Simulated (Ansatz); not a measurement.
**Effect of biaxial strain −1.25 %, plane normal [111], relaxed out of plane on W**

Consider W in the bcc (W type) structure (space group Im-3m, No. 229; a = 3.1353 Å; relaxed with 0.1 eV smearing). Axes: x, y, z lie along the cube axes.

The change: compressive biaxial strain of 1.25 % in the plane normal to [111], as in epitaxy on a mismatched substrate; the out-of-plane cell vector and the atoms relax.

Calculations: Kohn–Sham DFT with the LDA functional, run in Ansatz (a program for electronic structure) with PAW and 420 eV plane waves, no SOC. Settings: 29×29×29 k-points, 0.1 eV Fermi–Dirac smearing.

- Volume per atom = 15.20 Å³ (base 15.41 Å³)
- Space group = R-3m (No. 166) (base Im-3m (No. 229))
- Shortest interatomic distance = 2.689 Å (base 2.715 Å)
- Energy relative to the base (free energy F) = +8.6 meV/atom
- Pressure (mean of the normal stresses, compression positive) = 4.8 GPa (base 0.0 GPa)
- Band gap = zero (base zero)
- Out-of-plane strain = +1.17 %
- Ratio −ε⊥/ε∥ = 0.93
- Mean in-plane stress (compression positive) = +7.2 GPa

Final structure (turned so that z lies along the plane normal):

```xyz
1
Lattice="4.3786 0.0000 0.0000 2.1893 3.7919 0.0000 2.1893 -1.2640 0.9156" Properties=species:S:1:pos:R:3 pbc="T T T"
W      0.0000     0.0000     0.0000
```

Stability against distortions was not tested. The final runs are not spin-polarised.
